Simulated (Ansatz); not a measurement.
Data:

End structure of the (100) surface of rock-salt TiC, W on all Ti sites of the top plane (bottom of the slab: a bare face, its two planes held):

```xyz
12
Lattice="3.0639 0.0000 0.0000 0.0000 3.0639 0.0000 0.0000 0.0000 27.0000" Properties=species:S:1:pos:R:3 pbc="T T T"
C      0.0000     0.0000     8.0777
Ti     1.5320     1.5320     8.0777
C      1.5320     1.5320    10.2442
Ti     0.0000     0.0000    10.2442
C      0.0000     0.0000    12.3970
Ti     1.5320     1.5320    12.4063
C      1.5320     1.5320    14.5636
Ti     0.0000     0.0000    14.5564
C      0.0000     0.0000    16.7621
Ti     1.5320     1.5320    16.6760
C      1.5320     1.5320    18.9891
W      0.0000     0.0000    18.7499
```

Model: 12-atom slab, 10.8 Å thick at the start with caps and adatoms (thin: gaps and levels are the slab's own), 12x12x1 mesh, Fermi-Dirac 0.1 eV, dipole correction, 4 atoms held, the rest relaxed; symmetry of the start imposed; no spin, no spin-orbit, no U. In PBE it is, or lies within 0.01 eV a 1x1 cell of, the lowest of the 2 structures of its composition computed so far; subsurface sites and larger cells were not tried.

**Question.** Give the work function of the top face at the level PBE (Ansatz, a quantum-chemistry and plane-wave program).

**Answer.** 3.97 eV
